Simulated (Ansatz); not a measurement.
# A computed series for BN: response to strain

Start from BN (space group P6_3/mmc, No. 194; a = 2.500 Å, c = 6.412 Å; layered, stacked along the Cartesian z axis). Axes: x lies along a and z along c of the hexagonal cell.

Strains are applied to the cell and any free atomic positions relax.

Method: PBEsol-D3(BJ) in Ansatz (plane waves to 420 eV, PAW, without spin-orbit coupling).

Notes on the quantities. pressure: mean of the normal stresses, compression positive; energy relative to the base: free energy F.

| variant | pressure | shortest interatomic distance | energy relative to the base | smallest direct gap |
|---|---|---|---|---|
| base | 0.00 GPa | 1.444 Å | 0 meV/atom | 4.49 eV |
| uniaxial strain ε_xx = −3.00 % | 12.27 GPa | 1.417 Å | +23 meV/atom | 4.56 eV |
| uniaxial strain ε_xx = −2.40 % | 9.65 GPa | 1.422 Å | +15 meV/atom | 4.55 eV |
| uniaxial strain ε_xx = −1.80 % | [?] | [?] | [?] | [?] |
| uniaxial strain ε_xx = −1.20 % | 4.66 GPa | 1.433 Å | +3.6 meV/atom | 4.52 eV |
| uniaxial strain ε_xx = −0.60 % | 2.29 GPa | 1.438 Å | +0.9 meV/atom | 4.50 eV |

Q: Some entries are withheld; estimate them.

A: 
- uniaxial strain ε_xx = −1.80 %, pressure: 7.11 GPa
- uniaxial strain ε_xx = −1.80 %, shortest interatomic distance: 1.427 Å
- uniaxial strain ε_xx = −1.80 %, energy relative to the base: +8.3 meV/atom
- uniaxial strain ε_xx = −1.80 %, smallest direct gap: 4.53 eV

Gaps are read on the SCF mesh and a high-symmetry path. Whether these cells are dynamically stable was not tested.

Ansatz is a quantum-chemistry and plane-wave program.
